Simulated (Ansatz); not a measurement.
TiPbO₄ (model structure, started from the HfGeO4 type, I4₁/a, No. 88, 12 atoms in the cell), treated with PBEsol (plane waves, PAW; Ansatz, a program for electronic structure).

Settings: plane-wave cutoff 520 eV, 10×10×10 k mesh, Fermi–Dirac smearing 0.01 eV, no spin polarisation, scalar-relativistic PAW data made under PBE.

Cell (relaxed with PBEsol):

PbTiO$_{4}$ is modelled in the tetragonal space group I4₁/a, origin choice 1 (No. 88), Pearson symbol tI24. Conventional cell: a = 5.0311 Å, b = 5.0311 Å, c = 10.8984 Å, α = 90.00°, β = 90.00°, γ = 90.00°. Pb on 4b is coordinated by 4 O at 2.188 Å and 4 O at 2.391 Å. Ti on 4a sees 4 O at 1.853 Å and 4 O at 2.686 Å. O on 16f sees 1 Ti at 1.853 Å and 1 Ti at 2.686 Å and 1 Pb at 2.188 Å and 1 Pb at 2.391 Å. (Neighbours: up to the widest gap in distance over summed covalent radii, below 1.35, at either atom; cation-cation and far metal-metal contacts left out.)
(The calculation used a cell of 12 atoms; values per cell refer to that cell.)

Q: What does this level give for the band gap and smallest direct gap on the k points sampled?

A: 
- band gap = 1.32 eV
- smallest direct gap on the k points sampled = 1.41 eV

Note: the relaxation could raise the start's symmetry but not lower it, so the cell can be a saddle point.

Spin–orbit coupling is not included; with these elements it can move the gap by several tenths of an eV or more.

Computed values are for the static lattice.

It cost around 90 core-seconds (rough) of CPU time.

A model structure was made by putting elements into a prototype or built by hand; it is no filed structure, need not be a known phase, and can be a saddle point held by its symmetry.
